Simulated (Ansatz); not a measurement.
This Ansatz (an electronic-structure program) input is the reference run, HgTe in the zinc blende structure (space group F-43m, No. 216), computed with PBEsol (Ansatz; PAW; 420 eV plane waves; scalar-relativistic without spin-orbit coupling), earlier PAW set:

Ansatz 0.2 input:
```yaml
crystal:
  lattice:
    - [0, 3.2549525529, 3.2549525529]
    - [3.2549525529, 0, 3.2549525529]
    - [3.2549525529, 3.2549525529, 0]
  atoms:
    - { symbol: Te, position: [0.75, 0.75, 0.75] }
    - { symbol: Hg, position: [0, 0, 0] }
basis: { ecutwfc: 420, ecutrho_ratio: 4, xc_grid: 2, fft_grid_basis: typed }
kpoints: { mp_grid: { grid: [9, 9, 9] } }
hamiltonian:
  xc: pbesol
  dispersion: none
  pseudopotentials: { azcp: { folder: ./paw }, kind: paw }
scf: { occupations: { method: fermi_dirac, width: 0.05 }, convergence: { dr2_threshold: 0.0000000002 } }
output: { forces: true, stress: true }
checkpoint: { write: state.ck, write_every: 1000 }
```

Write the input for this change: the cell is scaled by 1.0291 in all directions, atoms relaxed at fixed cell.


Ansatz 0.2 input:
```yaml
crystal:
  lattice:
    - [0, 3.3496716722, 3.3496716722]
    - [3.3496716722, 0, 3.3496716722]
    - [3.3496716722, 3.3496716722, 0]
  atoms:
    - { symbol: Te, position: [0.75, 0.75, 0.75] }
    - { symbol: Hg, position: [0, 0, 0] }
basis: { ecutwfc: 420, ecutrho_ratio: 4, xc_grid: 2, fft_grid_basis: typed }
kpoints: { mp_grid: { grid: [9, 9, 9] } }
hamiltonian:
  xc: pbesol
  dispersion: none
  pseudopotentials: { azcp: { folder: ./paw }, kind: paw }
scf: { occupations: { method: fermi_dirac, width: 0.05 }, convergence: { dr2_threshold: 0.0000000002 } }
relax: { f_tol: 0.005, max_steps: 50 }
output: { forces: true, stress: true }
checkpoint: { write: state.ck, write_every: 1000 }
```
This is the input that was run.

The cells carry an imposed strain or load. Stability against distortions was not tested. The final runs are not spin-polarised.
